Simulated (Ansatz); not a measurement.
Take Ga₂O₃ in the corundum structure (space group R-3c, No. 167; a = 5.000 Å, c = 13.449 Å (hexagonal axes)) as the base. Axes: x lies along a and z along c of the hexagonal cell.

All numbers come from PBEsol (Ansatz, a quantum-chemistry and plane-wave program), no spin-orbit coupling.

For the base:

| Property | Result |
|---|---|
| Smallest direct gap | 2.95 eV |
| Electron mass | 0.22 mₑ (at Γ) |
| Gap character | indirect, Γ–S₀ (50 % along) → Γ |

Modification: the cell is stretched by 3.00 % along z with no lateral relaxation, atoms relaxed at fixed cell.

Task: How does this affect the stress?

Result: The stress (xx, yy, zz, yz, xz, xy; compression positive) comes out as (-3.49, -3.49, -9.90, 0.00, 0.00, 0.00) GPa.

Task: Estimate the effect on the smallest direct gap.

Result: The smallest direct gap decreases by 0.35 eV, from 2.95 eV to 2.60 eV.

Task: Predict the new electron mass.

Result: The electron mass changes from 0.22 mₑ (at Γ) to 0.21 mₑ (at Γ).

Task: How does this affect the gap character?

Result: The gap character remains indirect, Γ–S₀ (50 % along) → Γ.

The cells carry an imposed strain or load. Effective masses come from finite differences of ±0.01 Å⁻¹. Stability against distortions was not tested.
